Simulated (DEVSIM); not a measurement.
Device: Si n-i-p diode, at 250 K.

Layer 1 from the left is Si, thickness (μm) 0.190, Nd (cm⁻³) 1.6e17, τn (s) 1.2e-6, τp (s) 1.2e-6. Layer 2 from the left is Si, thickness (μm) 0.500, Na (cm⁻³) 5.5e12, τn (s) 1.2e-6, τp (s) 1.2e-6. Layer 3 from the left is Si, thickness (μm) 1.50, Na (cm⁻³) 5.7e18, τn (s) 1.2e-6, τp (s) 1.2e-6.

Left contact: ohmic. Right contact: ohmic. Voltage is applied to the left contact. Recombination: SRH at mid-gap, radiative, Auger. Gap narrowing is on: ΔEg = 6.92 meV × (l + √(l² + 0.5)), l = ln(N/1.3e17 cm⁻³), shared equally by both band edges. Mobility is constant in doping.

The device is made up for the run: typed textbook-type constants, with dimensions and the other settings drawn at random. Values at 300 K; Nc and Nv go as T^1.5, mobilities as T to minus their exponent, the gap by Varshni's rule with the affinity fixed.

Si: gap (eV) 1.124, affinity (eV) 4.05, permittivity 11.7, Nc (cm⁻³) 2.86e19, Nv (cm⁻³) 3.1e19, μn (cm²/Vs) 1417, μp (cm²/Vs) 470, T exponent of μn 2.3, T exponent of μp 2.2, B (cm³/s) 4.7e-15, Cn (cm⁶/s) 2.8e-31, Cp (cm⁶/s) 9.9e-32, Varshni α (eV/K) 0.000473, Varshni β (K) 636.

Model (solved in DEVSIM): 1D drift-diffusion, Boltzmann statistics, complete ionisation; no tunnelling, impact ionisation, image-force lowering or self-heating.

### Question
What does the simulation give for the potential step across the device at zero bias, the dark forward voltage at 1 A/cm², the dark forward voltage at 100 A/cm²?

### Answer
potential step across the device at zero bias 0.970 V; dark forward voltage at 1 A/cm² 0.701 V; dark forward voltage at 100 A/cm² 0.803 V.
